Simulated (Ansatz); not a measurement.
The structure below was relaxed with DFT with PBE, PAW potentials and a 420 eV plane-wave cutoff in Ansatz (an electronic-structure program), spin-orbit coupling left out, at pressure 2.1 GPa.

Space group P6₃mc (No. 186); a = 3.0843 Å, b = 3.0843 Å, c = 10.0964 Å, α = 90.00°, β = 90.00°, γ = 120.00°

```tsv
atom	site	symmetry	x	y	z
Si	2a	3m.	0.0000	0.0000	0.0003
Si	2b	3m.	0.3333	0.6667	0.2502
C	2a	3m.	0.0000	0.0000	0.3129
C	2b	3m.	0.3333	0.6667	0.0622
```

Question: Write out a cell with all atoms.

Answer: 
```cif
data_C4Si4
_chemical_formula_sum 'Si4 C4'
_space_group_name_H-M_alt 'P 1'
_space_group_IT_number 1
_cell_length_a 3.08432
_cell_length_b 3.08432
_cell_length_c 10.09637
_cell_angle_alpha 90.000
_cell_angle_beta 90.000
_cell_angle_gamma 120.000
loop_
_space_group_symop_operation_xyz
  'x, y, z'
loop_
_atom_site_label
_atom_site_type_symbol
_atom_site_fract_x
_atom_site_fract_y
_atom_site_fract_z
_atom_site_occupancy
Si1 Si 0.00000 0.00000 0.50031 1
Si2 Si 0.00000 0.00000 0.00031 1
Si3 Si 0.33333 0.66667 0.25025 1
Si4 Si 0.66667 0.33333 0.75025 1
C1 C 0.00000 0.00000 0.31285 1
C2 C 0.00000 0.00000 0.81285 1
C3 C 0.33333 0.66667 0.06222 1
C4 C 0.66667 0.33333 0.56222 1
```
This is the conventional cell.

Load acts through the strain it causes; cell and atoms are relaxed under it. Whether these cells are dynamically stable was not tested. The cell was made from SiC (space group P6_3mc, No. 186) by this change: pressure 2.1 GPa.
